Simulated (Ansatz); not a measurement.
For Sr4N2O (model structure, started from the Ca4P2O type, I4/mmm, No. 139, 7 atoms in the cell), LDA (Ansatz, a first-principles code, plane waves, PAW) gives:

- lattice parameter a: 4.573 Å
- c axis length: 13.464 Å
- bulk modulus: 70.0 GPa
- cohesive energy: 4.40 eV/atom

### Question
What does r²SCAN (Ansatz, plane waves, PAW) give for the same quantities?

### Answer

- lattice constant a: 4.658 Å (increases by 1.9 %)
- lattice parameter c: 13.758 Å (grows by 2.2 %)
- bulk modulus: 63.2 GPa (shrinks by 9.7 %)
- cohesive energy: 3.80 eV/atom (falls by 0.60 eV/atom)

Changes are worked out from the printed values.

Unless a cell is named, each level is at its own relaxed cell (LDA 20.11, r²SCAN 21.32 Å³/atom).

Caveats: the bulk modulus is −V dP/dV from two relaxed cells at ±2 % in volume (LDA, r²SCAN). Ansatz's density-functional and Hartree–Fock values are scalar-relativistic unless marked +SOC, with PAW data made under PBE.

A model structure was made by putting elements into a prototype or built by hand; it is no filed structure, need not be a known phase, and can be a saddle point held by its symmetry.
